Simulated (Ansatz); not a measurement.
Start from MoS2 in the 2H-MoS2 type structure (space group P6_3/mmc, No. 194; layered, stacked along the Cartesian z axis).

```xyz
6
Lattice="3.1090 0.0000 0.0000 -1.5545 2.6925 0.0000 0.0000 0.0000 11.7086" Properties=species:S:1:pos:R:3 pbc="T T T"
Mo     0.0000     1.7950     2.9272
Mo     1.5545     0.8975     8.7815
S      0.0000     1.7950     7.2182
S      1.5545     0.8975     1.3639
S      1.5545     0.8975     4.4905
S      0.0000     1.7950    10.3448
```

Method: Ansatz (a first-principles code) PBEsol-D3(BJ), no spin-orbit coupling, earlier PAW set.

Before the change:

Lattice parameter a: 3.109 Å

Modification: a negative pressure, −1 GPa.

Q: What happens to the lattice parameter a and mean gap deformation potential ΔEg/Δln V?

A: The lattice parameter a increases by 0.009 Å (3.109 Å → 3.118 Å); the mean gap deformation potential ΔEg/Δln V is +4.6 eV.

Load acts through the strain it causes; cell and atoms are relaxed under it. Whether these cells are dynamically stable was not tested.
